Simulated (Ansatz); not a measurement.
Consider the following.

```
CELL_PARAMETERS angstrom
      5.77022     0.07674     0.00000
      0.07674     5.77022     0.00000
      0.00000     0.00000     5.77022
ATOMIC_POSITIONS crystal
  Cs 0.00000 0.00000 0.00000
  Pb 0.50000 0.50000 0.50000
  Br 0.50000 0.00000 0.50000
  Br 0.00000 0.50000 0.50000
  Br 0.50000 0.50000 0.00000
```

No spin polarisation.

Level of theory: LDA/PAW in Ansatz (a quantum-chemistry and plane-wave program), spin-orbit coupling left out. Γ-centred 6×6×6 mesh, Fermi–Dirac width 0.05 eV.

Question: Predict the pressure, hole mass and band gap.

Answer: The pressure (mean of the normal stresses, compression positive) is 0.0 kbar and the hole mass is 0.11 mₑ (at R). The band gap is 1.12 eV.

Spin-orbit coupling, missing from the scalar runs, can matter with Pb. The cells carry an imposed strain or load. Masses are band curvatures over ±0.01 Å⁻¹ around the edge. Stability against distortions was not tested. The cell was made from CsPbBr₃ in the cubic perovskite structure (space group Pm-3m, No. 221) by this change: tensor shear ε_xy = +1.33 %. Many cubic perovskites are stable only at high temperature; tilts and polar distortions were not tested. This is not the structure that CsPbBr3 has at room temperature and ambient pressure.
